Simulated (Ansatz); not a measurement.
Input:

```xyz
2
Lattice="3.7611 0.0000 0.0000 1.8806 3.2573 0.0000 1.8806 -1.0858 3.0495" Properties=species:S:1:pos:R:3 pbc="T T T"
Zn     0.0000     0.0000     0.0040
S      3.7611     2.1715     0.7584
```

No spin polarisation.

Level of theory: LDA (Ansatz, a program for electronic structure; PAW; 420 eV plane waves; spin-orbit coupling left out). k-mesh 11×11×11 (Γ-centred); smearing 0.05 eV (Fermi–Dirac).

Problem. Estimate the hole mass.

Solution. 0.14 mₑ out of plane, 1.4 mₑ in plane (at Γ).

Problem. Estimate the pressure (mean of the normal stresses, compression positive).

Solution. -0.48 GPa.

The levels and masses belong to the bands next to the band gap. The cells carry an imposed strain or load. Masses are band curvatures over ±0.01 Å⁻¹ around the edge. Stability against distortions was not tested. The cell was made from ZnS in the zinc blende structure (space group F-43m, No. 216) by this change: biaxial strain +0.42 %, plane normal [111], relaxed out of plane.
